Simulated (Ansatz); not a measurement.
**Worked energetics: Ge(100) with buckled dimers**

Ge(100) with buckled dimers, 4 layers, surface cell 8.1 x 16.1 Å, 2x1x1 k points. Level of theory: PBE-D3(BJ) (plane waves to 420 eV, PAW; Ansatz, a program for electronic structure). The slab states were run without spin polarisation. Saddle heights at 0 K without zero-point terms (NEB or saddle search) between ends relaxed from single starting guesses; cell and mesh not converged. A partial Hessian shows a single imaginary mode at the top, within the atoms moved.

Step: CH4 dissociates at its C-H bond, C on Ge and H on Ge (intradimer).

The adsorption energy of CH4 at the start, against the free CH4 and the surface before it arrives, is -0.18 eV.

Total energies of the cell in eV (only differences have meaning):

| state | energy (eV) |
|---|---|
| start | -138003.876 |
| top of the barrier | -138002.387 |
| end | -138004.366 |

Work out the barrier, the reaction energy, the back barrier, whether reaction or desorption wins, the rate at 673 K and the temperature at which it reaches one per second, for an assumed prefactor of 1e13 per second.

Barrier = -138002.387 - (-138003.876) = 1.49 eV. Reaction energy = -138004.366 - (-138003.876) = -0.49 eV. Back barrier = -138002.387 - (-138004.366) = 1.98 eV.
Against the free CH4 and the slab the top lies at adsorption energy + barrier = -0.18 + 1.49 = +1.31 eV, above the separated reactants, so on energy alone an adsorbed molecule leaves more readily than it reacts.
With equal prefactors, reaction over desorption at 673 K = exp((0.18 - 1.49) / 0.0580) = about 10^-9.8; desorption usually has the larger prefactor, which lowers this ratio.
With an assumed prefactor of 1e13 per second, the rate at 673 K (kT = 0.0580 eV) is 1e13 x exp(-1.49 / 0.0580) = about 10^1.8 per second, and it reaches one per second at T = 1.49 / (8.617e-5 x ln 1e13) = about 580 K. This rate is for a molecule that stays adsorbed; most leave first. A hydrogen atom moves in this step, so zero-point energy and tunnelling, left out here, usually make it faster, above all at low temperature.
